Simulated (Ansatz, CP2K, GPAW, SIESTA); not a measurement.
Br (Cmce, 4 atoms in the cell) computed with different codes at matched settings

Band-structure calculation.

```
CELL_PARAMETERS angstrom
      2.28883    -3.40770     0.00000
      2.28883     3.40770     0.00000
      0.00000     0.00000     8.91010
ATOMIC_POSITIONS crystal
  Br 0.86100 0.86100 0.88900
  Br 0.63900 0.63900 0.38900
  Br 0.36100 0.36100 0.61100
  Br 0.13900 0.13900 0.11100
```

Shared settings, as Ansatz (an electronic-structure program) writes them: kpoints.mp_grid.grid = 5 5 2; scf.occupations.method = fermi_dirac; scf.occupations.width = 0.02 eV. Potentials and cutoffs stand in the table.

| code | model | gap along the path (eV) | smallest direct gap (eV) | cutoff |
|---|---|---|---|---|
| GPAW | PBE, GPAW PAW datasets PBE (gpaw-data 1.0.1) | 1.56 | 1.59 | 550 eV |
| SIESTA | GGA PBE, numerical atomic orbitals DZP, PseudoDojo PBE standard norm-conserving potentials (rewritten from UPF to PSML) | 1.52 | 1.53 | grid 350 Ry |
| CP2K | PBE, GPW, DZVP-MOLOPT-SR-GTH basis, GTH-PBE potentials (GTH_POTENTIALS) | 1.48 | 1.50 | grid 400 Ry |
| Ansatz | PBE, default PAW files | 1.57 | 1.60 | default |

The spread over the programs that give each value: gap along the path within 0.09 eV; smallest direct gap within 0.10 eV.

SIESTA and CP2K use small atom-centred bases, whose incompleteness enters pressures, forces and empty levels differently from a plane-wave cutoff.

The starting cell has typed, rounded lattice constants, without a prior relaxation at this level. Its lattice was rescaled by a random factor within 2.5 % of one.

Left out of this page: Quantum ESPRESSO, Elk and FLEUR (not drawn, or without a comparable value); ABINIT (with a known weakness of the program).

Keys are those of Ansatz 0.2.
